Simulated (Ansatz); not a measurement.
Cell and atoms of amorphous In24O39Ga2:

```xyz
65
Lattice="9.6246 0.1276 -0.3421 0.1276 9.5023 0.0739 -0.3421 0.0739 10.0818" Properties=species:S:1:pos:R:3 pbc="T T T"
In     4.1111     9.1005     1.2439
In     7.9432     8.3296     6.6248
In     6.9464     1.9996     6.5673
In     1.2187     1.5983     7.3959
In     5.9731     2.6558     0.3343
In     4.7360     6.4743     5.9123
In     8.7604     2.6913     9.4894
In     1.0585     8.7151     5.3074
In     4.3945     9.4055     8.0009
In     2.5021     3.0411     1.3629
In     7.1437     8.8230     9.7965
In     4.0182     3.3982     7.3123
In     5.2933     3.5708     4.0771
In     8.3441     5.3075     5.3532
In     3.7963     6.1176     9.6658
In     8.5699     3.6621     2.4518
In     6.8742     5.3419     8.4133
In     9.5862     7.3285     2.5698
In     3.2635     6.0542     3.1797
In     7.1436     0.3899     3.1241
In     3.8444     0.6519     4.5911
In     1.8976     3.4588     4.5676
In     0.9370     7.8796     9.2353
In     6.3844     6.4815     1.9501
O      8.4732     7.6535     8.5914
O      1.7621     5.9688     9.0490
O      5.4068     5.7384     3.6478
O      3.1859     1.6327     8.1643
O      3.2087     8.2768     9.3335
O      7.4306     0.4256     5.1924
O      4.5295     5.4192     7.7894
O      6.8712     3.8146     5.3926
O      1.8396     3.6639     6.8442
O      6.4744     9.4946     7.8079
O      8.8149     1.9759     7.5230
O      6.0004     6.6722     9.8643
O      9.5316     9.5110     3.1607
O      9.1149     7.2946     5.0717
O      0.9674     8.0641     1.2249
O      5.1395     9.3175     3.1717
O      0.4322     2.3977     1.9228
O      1.9212     7.4546     3.8912
O      5.5645     0.5703     0.1152
O      8.6358     0.7865     0.2698
O      3.5358     2.5625     3.3974
O      6.7016     2.4889     2.5525
O      7.5171     8.2330     1.8520
O      1.8699     1.1725     5.2787
O      1.1147     3.1693     9.4985
O      2.3879     0.8712     1.3447
O      9.4768     3.7800     4.3697
O      0.8083     8.9908     7.3897
O      8.7811     4.9303     7.4775
O      4.8678     2.0818     5.7981
O      3.9701     8.4371     6.0833
O      7.7528     3.9714     0.3151
O      6.7461     6.5227     6.4812
O      6.0329     3.1796     8.2620
O      1.8407     4.6737     2.6342
O      4.3170     3.9689     0.5613
O      4.2327     6.9683     1.5455
O      8.2283     5.7187     2.7547
O      3.5760     4.8427     5.1307
Ga     0.9321     4.5588     8.2560
Ga     0.5668     0.4237     1.7609
```

Calculation: PBE, scalar-relativistic without spin-orbit coupling (plane waves to 420 eV, PAW; Ansatz, a program for electronic structure).

A CHGNet melt-quench gave the starting glass, which DFT then relaxed. O atoms were pushed apart under 1.9 Å during the dynamics, to hinder bonds among them. The hot cell started wider than the set density and was brought back towards it in steps. It is the lowest in DFT energy of 2 quenches. It is a model cell: composition and starting density were chosen by hand, and all elements were melted together. No dispersion term was used. Its density started from a set value of 6.42 and ended at 6.35 g/cm³. The quench (nominally 280 K/ps over its main leg) was far faster than any real one, so the model tends to hold more defects than a real film. Values belong to this one cell and scatter from quench to quench. Volume and shape were free in the relaxation.

Cut-offs for bonds: In-In 3.12 Å, In-O 2.78 Å, In-Ga 2.90 Å, O-O 1.58 Å, O-Ga 2.26 Å, Ga-Ga 2.68 Å. Two cations that share two anions don't count as bonded, nor two that share one unless they lie closer than In-In 3.04 Å, In-Ga 2.82 Å, Ga-Ga 2.61 Å.

Problem. Give the coordination numbers, mean bond lengths and angles.

Solution. 
```yaml
Mean coordination of In by anions: 5.50 (12 with 5, 12 with 6)
Mean coordination of O: 3.62 (16 with 3, 22 with 4, 1 with 5)
Mean coordination of Ga by anions: 4.50 (1 with 4, 1 with 5)
Mean In-O bond: 2.213 Å (spread 0.127 Å, 132 counted)
Mean O-Ga bond: 1.910 Å (spread 0.054 Å, 9 counted)
Bond angle at In: mean 104.4°, spread 28.0°
Bond angle at O: mean 110.6°, spread 16.8°
Bond angle at Ga: mean 107.6°, spread 20.5°
```

Problem. List the pairs of like atoms that count as bonded by the rules above.

Solution. There are none by these rules.
